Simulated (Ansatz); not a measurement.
Consider MoTe₂ in the 2H-MoS2 type structure (space group P6_3/mmc, No. 194; layered, stacked along the Cartesian z axis).

```yaml
crystal:
  lattice:
    - [3.54193, 0.00000, 0.00000]
    - [-1.77097, 3.06740, 0.00000]
    - [0.00000, 0.00000, 14.18201]
  atoms:
    - { symbol: Mo, position: [0.33333, 0.66667, 0.75000] }
    - { symbol: Mo, position: [0.66667, 0.33333, 0.25000] }
    - { symbol: Te, position: [0.33333, 0.66667, 0.12347] }
    - { symbol: Te, position: [0.66667, 0.33333, 0.62347] }
    - { symbol: Te, position: [0.66667, 0.33333, 0.87653] }
    - { symbol: Te, position: [0.33333, 0.66667, 0.37653] }
```

Cartesian axes are those of the cell as printed.

Computed with r2SCAN+rVV10 in Ansatz (plane waves to 500 eV, PAW, no SOC), earlier PAW set.

Strains are applied to the cell and any free atomic positions relax.

One change was made to it. Results:

The energy increases by 9.1 meV/atom; the pressure (mean of the normal stresses, compression positive) goes from zero to 1.98 GPa.

### Question
Which change produced these results?
(A) strain tensor (xx, yy, zz, yz, xz, xy) = (−1.97, −1.27, +0.41, +0.44, −1.74, −0.23) %
(B) isotropic strain −2.54 %
(C) strain tensor (xx, yy, zz, yz, xz, xy) = (−1.35, −0.07, +0.17, +0.32, −0.11, −0.92) %
(D) tensor shear ε_yz = −0.45 %
(E) isotropic strain −0.62 %

### Answer
A, strain tensor (xx, yy, zz, yz, xz, xy) = (−1.97, −1.27, +0.41, +0.44, −1.74, −0.23) %. For comparison, the energy relative to the base in the other runs: strain tensor (xx, yy, zz, yz, xz, xy) = (−1.35, −0.07, +0.17, +0.32, −0.11, −0.92) % gives +3.4 meV/atom; isotropic strain −2.54 % gives +23 meV/atom; tensor shear ε_yz = −0.45 % gives +0.1 meV/atom; isotropic strain −0.62 % gives +1.3 meV/atom.

Stability against distortions was not tested.

Ansatz is a program for electronic structure.
